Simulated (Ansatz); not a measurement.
**Al: transverse stress against strain**

Al (fcc, Fm-3m, 15.807 Å³/atom at rest, cube axes along x, y and z) under a strain ε along a cube axis (axis z), the other axes held. LDA in Ansatz, a plane-wave DFT program (PAW, default set), 420 eV, 28×28×28 Γ-centred mesh, Fermi-Dirac smearing 0.10 eV; ions are relaxed within the symmetry of each cell. Stress is positive for a compressed cell.

Here s stands for strain and y for stress xx.

| strain (%) | stress xx (GPa) |
|---|---|
| -3.00 | ? |
| -1.50 | 1.07 |
| -1.00 | 0.71 |
| -0.50 | 0.35 |
| 0.00 | 0.00 |
| 0.50 | -0.34 |
| 1.00 | -0.66 |
| 1.50 | -0.97 |

The 7 complete rows are fitted with a straight line, y against s. Means: s 0, y 0.023. About the means, the sum of products is -4.7750 and the sum of squares of s is 7.0000; the slope is their ratio. Least squares gives y = 0.023 - 0.6821·s. Residuals (row less fit): 0.024, 0.005, -0.014, -0.023, -0.022, -0.001, 0.030; standard error 0.023 (degrees of freedom: 5). The slope gives the elastic constant C12 = 68 ± 0.9 GPa.

**Question.** What does the fit predict for y at s = -3.00, and how far is the calculated value from it?

**Answer.** y = 0.023 - 0.6821 × (-3.0) = 2.069 GPa. The calculation gives 2.17 GPa, 0.101 GPa above the prediction (3.2 % of the range of y in the table). The row lies outside the fitted rows, so this is an extrapolation. From the scatter of the fitted rows alone, a prediction at this place has a standard error of 0.036 GPa, so the miss is 2.8 times that.

One order more, fitted to all 13 runs of the series, follows each within 0.02, so the miss is the next term of a smooth law. In a metal these values are sensitive to mesh and smearing; energies are taken to zero smearing, stresses follow the free energy. Rows are the converged runs of the series near zero and its far end; series whose fitted rows scatter by over a few per cent of the range, as at a crossing or softening among them, aren't shown in this form. Most that stay on the fit to the last digits aren't either.
